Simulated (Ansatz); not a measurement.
The starting structures come from a database of crystals and need not be the phases stable at ambient conditions.

```
CELL_PARAMETERS angstrom
      7.61986     0.00000     0.00000
     -3.80993     6.59899     0.00000
      3.80993     2.19966     2.57522
ATOMIC_POSITIONS crystal
  Tl 0.00000 0.00000 0.00000
  As 0.00000 0.50000 0.50000
  F  0.52178 0.21604 0.90042
  F  0.47822 0.78396 0.09958
  F  0.88353 0.30574 0.90042
  F  0.11647 0.69426 0.09958
  F  0.79384 0.57780 0.90042
  F  0.20616 0.42220 0.09958
```

Space group of this cell: R-3. The cell was relaxed by PBE-D3(BJ); by r2SCAN its mean pressure is -3.9 GPa.

Transport runs along the normal of the first two printed cell vectors, the (001) plane of the conventional cell.

The gap is the functional's own. No spin-orbit coupling. Mid-gap values are interpolated on the energy grid.

Q: State the band gap and the smallest decay constant κ at mid-gap according to Ansatz (a quantum-chemistry and plane-wave program) with r2SCAN.

A: Gap 5.27 eV on a 12×12×12 mesh; κ = 0.515 1/Å, at (0.500, 0.000) of the in-plane reciprocal vectors. At the zone centre, at the nearest computed energy, the slowest state has κ = 0.53 1/Å.
